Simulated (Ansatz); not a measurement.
Worked example: self-consistent single point of Cd₂SeS (P3m1, 4 atoms in the cell) in Ansatz (a first-principles code).

Method: LDA (PW92), default PAW files made with PBE (plane waves; Ansatz).

The change in words: 1 x 1 x 1 supercell, one Cd atom moved by 0.02 angstrom along z. Reference geometry:
```
CELL_PARAMETERS angstrom
      4.31054     0.00000     0.00000
     -2.15527     3.73304     0.00000
      0.00000     0.00000     7.02889
ATOMIC_POSITIONS crystal
  Cd 0.00000 0.00000 0.49023
  Cd 0.33333 0.66667 0.00964
  Se 0.33333 0.66667 0.62575
  S  0.00000 0.00000 0.12238
```

Reference input (self-consistent single point, DFT, LDA (PW92), plane waves, default PAW files made with PBE): basis.ecutwfc = 420 eV; kpoints.mp_grid.grid = 7 7 4; hamiltonian.xc = lda; hamiltonian.pseudopotentials = {kind: paw} (the program's default PAW files); scf.occupations.method = fermi_dirac; scf.occupations.width = 0.05 eV. This run's input differs from it in these lines:

```diff
@@ -8,3 +8,3 @@
     - { symbol: Cd, position: [0.000000, 0.000000, 0.490230] }
-    - { symbol: Cd, position: [0.333333, 0.666667, 0.009640] }
+    - { symbol: Cd, position: [0.333333, 0.666667, 0.012485] }
     - { symbol: Se, position: [0.333333, 0.666667, 0.625750] }
```

Log, with long lists cut:

```
SCF iter   1: F=—  HF=-22490.667387 eV  |F-HF|=—  |Δ(HF+E_count)|=         —  Δρ=7.74e-3  dr2=6.60e-2  ethr=1.77e-3  ⟨swp⟩=6.3  Hψ=4082  notcnv=0  defer=6
all-band conjugate gradients solve this SCF's bands
preconditioner: auto → Resta (q_TF=auto, 2.468 Å⁻¹)
SCF iter   2: F=—  HF=-22490.649505 eV  |F-HF|=—  |Δ(HF+E_count)|=   1.79e-2  Δρ=3.12e-3  dr2=1.12e-2  ethr=1.06e-4  ⟨swp⟩=3.0  Hψ=2216  notcnv=0  defer=65
   [... lines left out ...]
SCF iter   4: F=—  HF=-22490.646479 eV  |F-HF|=—  |Δ(HF+E_count)|=   1.11e-4  Δρ=2.36e-4  dr2=8.50e-5  ethr=1.54e-6  ⟨swp⟩=2.8  Hψ=1475  notcnv=0  defer=65
SCF iter   5: F=—  HF=-22490.646496 eV  |F-HF|=—  |Δ(HF+E_count)|=   1.69e-5  Δρ=8.03e-5  dr2=1.08e-5  ethr=1.37e-7  ⟨swp⟩=3.0  Hψ=1807  notcnv=0  defer=65
SCF iter   6: F=—  HF=-22490.646501 eV  |F-HF|=—  |Δ(HF+E_count)|=   5.33e-6  Δρ=2.05e-5  dr2=8.14e-7  ethr=1.74e-8  ⟨swp⟩=2.0  Hψ=1164  notcnv=0  defer=65
SCF iter   7: F=-22490.646502 eV  HF=-22490.646502 eV  |F-HF|=4.44e-8  |Δ(HF+E_count)|=   4.89e-7  Δρ=7.43e-6  dr2=7.44e-8  ethr=1.61e-10  ⟨swp⟩=8.6  Hψ=4708  notcnv=0
SCF 1 converged in 7 iterations: F = -22490.646502 eV  dr2 = 7.44e-8
Free energy (F): -22490.646502 eV
Internal energy: -22490.646279 eV  (E = F + TS)
E sigma→0 (E₀):  -22490.646390 eV
Entropy (-TS):   -0.000223 eV (-0.056 meV/atom)
Fermi energy:    6.320623 eV
--- Forces (eV/Å), atoms counted from 1 ---
  atom   1  Cd     0.00000000     0.00000000     0.01065645
  atom   2  Cd    -0.00000000    -0.00000000    -0.07116534
  atom   3  Se     0.00000000    -0.00000000     0.01240324
  atom   4  S      0.00000000     0.00000000     0.04810160
--- Stress (GPa, compression-positive) ---
       -5.115248       0.000000      -0.000000
        0.000000      -5.115248       0.000000
       -0.000000       0.000000      -5.238083
  P = ⅓ Tr σ = -5.1562 GPa (-51.562 kbar)
  The stress holds the Pulay correction. Without it, at fixed plane waves, as pw.x and ABINIT print it: P = -5.1755 GPa
```

The run converged in 7 iterations. Against the reference run the free energy is nearly the same (within 1 meV/atom), the pressure hardly changes (-5.15 to -5.16 GPa), the largest force goes from 0.029 to 0.071 eV/Å and the gap on the mesh goes from 0.393 to 0.377 eV.

The starting cell comes from a database of computed structures (which also holds hypothetical and non-ambient phases and stackings), without a prior relaxation at this level. Its lattice was rescaled by up to half a per cent. For this run, on top of that: 1 x 1 x 1 supercell, one Cd atom moved by 0.02 angstrom along z. With a pressure of about -5 GPa the cell is away from its equilibrium volume at this level. Ansatz's pressure includes its estimate of the finite-basis (Pulay) stress.

Keys are those of Ansatz 0.2.
